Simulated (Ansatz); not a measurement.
Ge: response to strain

Consider Ge in the diamond structure (space group Fd-3m, No. 227; a = 5.6222 Å). Axes: x, y, z lie along the cube axes.

Strains are applied to the cell and any free atomic positions relax.

Method: Ansatz (an electronic-structure program) LDA, no spin-orbit coupling.

Notes on the quantities. energy relative to the base: free energy F; pressure: mean of the normal stresses, compression positive.

| change | energy relative to the base | pressure | shortest interatomic distance |
|---|---|---|---|
| base | 0 meV/atom | 0.0 GPa | 2.434 Å |
| tensor shear ε_xy = +0.86 % | +1.3 meV/atom | 0.0 GPa | 2.428 Å |
| tensor shear ε_xy = +1.43 % | +3.4 meV/atom | 0.1 GPa | 2.425 Å |
| tensor shear ε_xy = +1.14 % | … | 0.0 GPa | … |
| tensor shear ε_xy = +2.00 % | +6.7 meV/atom | 0.1 GPa | 2.421 Å |
| tensor shear ε_xy = +1.71 % | +4.9 meV/atom | 0.1 GPa | 2.423 Å |
| tensor shear ε_xy = +0.57 % | +0.5 meV/atom | 0.0 GPa | 2.430 Å |
| tensor shear ε_xy = +0.29 % | +0.1 meV/atom | 0.0 GPa | 2.432 Å |

### Question
What belongs in the blanks?

### Answer

- tensor shear ε_xy = +1.14 %, energy relative to the base: +2.2 meV/atom
- tensor shear ε_xy = +1.14 %, shortest interatomic distance: 2.426 Å

No phonon test of stability was made.
